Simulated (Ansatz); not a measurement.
## Lu in the hcp (Mg type) structure (space group P6_3/mmc, No. 194)

Lu is modelled in the hexagonal space group P6₃/mmc (No. 194), the hcp (Mg type) structure, Pearson symbol hP2. Lattice parameters: a = b = 3.504 Å, c = 5.452 Å, α = β = 90.00°, γ = 120.00°. Lu on 2d is coordinated by 12 Lu at 3.395–3.504 Å (anticuboctahedral). (Neighbours: up to the widest gap in distance over summed covalent radii, below 1.35, at either atom.)

Method: r2SCAN, PAW, 500 eV (Ansatz, a quantum-chemistry and plane-wave program; scalar-relativistic without spin-orbit coupling), earlier PAW set. Γ-centred 15×15×9 mesh, Fermi–Dirac width 0.05 eV.

```json
{
  "volume_per_atom": "28.99 Å³",
  "density": "10.02 g/cm³",
  "band_gap": "zero",
  "total_energy": "-14744.269 eV/atom (σ→0; compares only within this code and set-up)"
}
```

Stability against distortions was not tested.
